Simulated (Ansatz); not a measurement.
Adsorption energy and surface dipole of O on the 1x1 (111) surface of fcc Cu, one in a 1x1 cell, started at the site 'hollow Cu-Cu-Cu over Cu at depth 2.1 Å', worked from the runs' numbers; total energies count from the potentials' own zero.

Level of theory: PBE (plane waves to 420 eV, PAW; Ansatz, a program for electronic structure).

Slab: 5 atoms, 6.2 Å thick at the start under the adsorbate (thin: gaps and levels are the slab's own); k 12x12x1, smearing 0.1 eV, dipole-corrected; 2 atoms held, the rest relaxed; start symmetry kept, larger cells not searched; spin-polarised, no spin-orbit, no U, no dispersion correction. At the end it is bonded to 3 Cu. In PBE this state lies 0.04 eV over the lowest of the starts that converged ('hollow Cu-Cu-Cu over Cu at depth 4.1 Å').

```
quantity                                                            value
----------------------------------------------------------  -------------
slab with the adsorbate                                     -27064.478 eV
clean slab, same cell and mesh                              -26499.760 eV
reference, ½ O2(g)                                            -564.968 eV
area of the cell                                                  5.71 Å²
change of the step from the bottom to the top vacuum level       3.198 eV
```

What is the adsorption energy against this reference?

E(slab + adsorbate) − E(slab) − E(reference) = 0.25 eV, so in this state the adsorbate is less stable than in the reference, at a coverage of 17.53 a nm².

What dipole does adsorption add to the slab along the outward normal (Helmholtz relation, ε₀ = 0.005526 e/(V·Å))?

p = −ε₀·A·ΔV = -0.101 e·Å = -0.48 D; its negative end points to the vacuum, which raises the vacuum level.
